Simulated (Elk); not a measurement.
Band structure of CaGaSiH (P3m1, 4 atoms in the cell).

```xyz
4
Lattice="4.0911 0.0000 0.0000 -2.0455 3.5430 0.0000 0.0000 0.0000 4.7628" Properties=species:S:1:pos:R:3 pbc="T T T"
Ca     0.0000     0.0000     0.0000
Ga     2.0456     1.1810     2.6519
Si     0.0000     2.3620     2.0656
H      2.0456     1.1810     4.4056
```

Method of the run: PBEsol, all-electron FP-LAPW, Elk's shipped species files, default APW+lo basis (Elk).

Settings: xctype = 22; rgkmax = 7; stype = 3; swidth = 0.000734986 Ha; ngridk = 6 6 5.

The starting cell comes from a database of computed structures (which also holds hypothetical and non-ambient phases and stackings), without a prior relaxation at this level. Values depend on the basis (sphere radii, cutoffs, local orbitals), which need not be converged.

Levels in eV from the Fermi level, bands 11 to 18:
| point | 11 | 12 | 13 | 14 | 15 | 16 | 17 | 18 |
|---|---|---|---|---|---|---|---|---|
| Γ | -4.72 | -2.29 | -0.84 | -0.84 | 1.03 | 2.90 | 2.90 | 4.12 |
| M | -7.24 | -3.47 | -2.04 | -1.08 | 0.20 | 1.37 | 2.36 | 3.02 |
| K | -7.47 | -4.37 | -3.00 | -0.95 | 0.43 | 2.30 | 3.90 | 4.37 |
| A | -6.86 | -0.29 | -0.29 | 0.04 | 1.41 | 1.50 | 1.50 | 2.71 |
| L | -6.74 | -4.99 | -2.24 | -2.23 | 1.08 | 2.69 | 4.37 | 4.47 |
| H | -7.38 | -4.79 | -3.79 | -1.95 | 1.47 | 4.23 | 4.35 | 5.13 |
